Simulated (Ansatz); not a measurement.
**fcc Pd (0 0 1) on anatase TiO2 (0 0 1) (film strained to the substrate, started from cuts of the bulks and a machine-learned relaxation; slabs Ti7O16 and Pd12, which can lie off the formulas)**

A periodic stack without vacuum, fcc Pd (0 0 1) on anatase TiO2 (0 0 1) (film strained to the substrate, started from cuts of the bulks and a machine-learned relaxation; slabs Ti7O16 and Pd12, which can lie off the formulas): substrate slab Ti7O16, film Pd12, surface cells [[0, 1], [-1, 0]] and [[0, -1], [2, 1]], film strained by -3.7 and -3.7 %, outermost planes O/O and Pd/Pd as cut, which need not be the usual terminations and can put a slab off its formula.

The start was prepared with a machine-learned potential, and the result is one local minimum, with the in-plane cell held and forces under 0.04 eV/Å; the film can end far from its bulk form.

These are PBE (plane waves to 420 eV, PAW; Ansatz, a quantum-chemistry and plane-wave program) values and carry that method's errors. No spin–orbit coupling; the runs are not spin-polarised; PBE gaps are too small against experiment. Its k-point mesh 8×8×1, Fermi–Dirac width 0.05 eV.

| Item | Value |
|---|---|
| interface area | 14.4 Å² |
| period | 31.98 Å |
| heights between the nearest atoms of the two slabs at the two interfaces | 1.39 and 1.39 Å |
| O–Pd contacts across the interfaces within 1.22 times the sum of covalent radii | 4, mean 1.96 Å |
| hole barrier (PBE) | 0.34 eV |
| electron barrier (PBE) | 1.79 eV |

```xyz
35
Lattice="3.7988 0.0000 -0.0008 0.0000 3.7986 -0.0347 1.8935 -1.5633 31.9903" Properties=species:S:1:pos:R:3 pbc="T T T"
Ti     2.0148    -0.1770     2.8386
Ti     4.0178    -0.1040    10.0824
O      2.1414    -0.1702     0.7013
O      2.1480     1.7250     3.2110
O      4.0406    -0.1863     2.5027
O      2.0760    -0.1601     4.8224
Ti     4.0125     1.7716     7.6387
Ti     2.1326     1.7431     5.2121
O      4.0069     1.7454     5.6364
O      4.0139    -0.1246     8.0790
O      2.1142     1.7683     7.2161
O      4.0149     1.7916     9.6417
Ti     2.1171    -0.0762    12.5090
O      2.1158    -0.1004    10.5058
O      2.1152     1.8263    12.9149
O      4.0143    -0.0805    12.0853
O      2.1104    -0.0601    14.5112
Ti     4.0088     1.7793    17.3103
Ti     2.1047     1.8695    14.9190
O      4.0098     1.8139    15.3264
O      4.0037     0.0126    17.6647
O      2.1074     1.9133    16.9191
O      4.0178     1.9234    19.4495
Pd     1.1753     1.0039    22.9398
Pd     3.0552    -0.8817    22.9579
Pd     3.0455     0.9621    20.8499
Pd     1.1865    -0.8801    20.8662
Pd     4.9650     1.0537    27.1053
Pd     3.0698    -0.8498    27.1224
Pd     3.0677     1.0333    25.0199
Pd     1.1641    -0.8703    25.0365
Pd     4.9972     1.0648    31.2742
Pd     3.0407    -0.7941    31.2929
Pd     3.0636     1.0614    29.1821
Pd     4.9767    -0.8186    29.2040
```
